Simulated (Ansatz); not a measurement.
## A computed series for TiAl: response to strain

Start from TiAl (space group P4/mmm, No. 123; a = 2.8127 Å, c = 4.0616 Å; relaxed with 0.1 eV smearing).

Strains are applied to the cell and any free atomic positions relax.

Computed with Ansatz (a program for electronic structure) r2SCAN, no spin-orbit coupling.

Notes on the quantities. pressure: mean of the normal stresses, compression positive.

```tsv
isotropic strain (%)	pressure (GPa)
-3	13.1
-2.5	10.6
-2	8.2
-1.5	?
-1	3.9
-0.5	1.9
0	0.0
```

Fit P = P₀ − Bδ + Cδ² with δ = (1 + ε)³ − 1 to the rows shown and predict the withheld row.

Least squares on the printed values gives P₀ = 0.0 GPa, B = 119 GPa (at held cell shape), C = 346 GPa (largest residual 0.0 GPa); this predicts 6.0 GPa, and the run gives 6.0 GPa, in agreement.

No phonon test of stability was made. The final runs are not spin-polarised.
